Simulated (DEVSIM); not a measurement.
System: Al/SiO2/p-InP capacitor, at 300 K.

| layer (left to right) | material | thickness (nm) | Na (cm⁻³) |
|---|---|---|---|
| 1 | SiO2 | 22.0 | - |
| 2 | InP | 6200 | 1e16 |

Metal gate on the left, work function 4.1 eV. Fixed charge at the semiconductor interface -1.5e10 cm⁻² (in units of +e); no interface traps.

Constants are typed, rounded textbook-type inputs, not results; the design itself was drawn at random and stands for no fabricated device. Values at 300 K.

```tsv
parameter	SiO2	InP
gap (eV)	9	1.344
affinity (eV)	0.9	4.38
permittivity	3.9	12.5
Nc (cm⁻³)	-	5.7e17
Nv (cm⁻³)	-	1.1e19
```

Model (solved in DEVSIM): 1D Poisson equation in equilibrium, Boltzmann statistics, complete ionisation; no quantum confinement or tunnelling. Metal contacts follow the ideal Schottky-Mott rule: no Fermi-level pinning, no interface dipoles.

The SiO2 thickness was swept, all else fixed.

```csv
SiO2 thickness (μm),threshold voltage (band bending 2φF) (V),minimum of the low-frequency capacitance (μF/cm²),capacitance of the dielectric stack (μF/cm²)
0.0088,…,…,0.392
0.012,-0.17,0.0284,0.288
0.015,-0.11,0.0281,0.230
0.019,-0.03,0.0269,0.182
0.022,0.02,0.0262,0.157
0.026,0.09,0.0257,0.133
```

**Question.** What belongs in the gaps?

**Answer.** 
- 0.0088, threshold voltage (band bending 2φF) (V): -0.22
- 0.0088, minimum of the low-frequency capacitance (μF/cm²): 0.0296
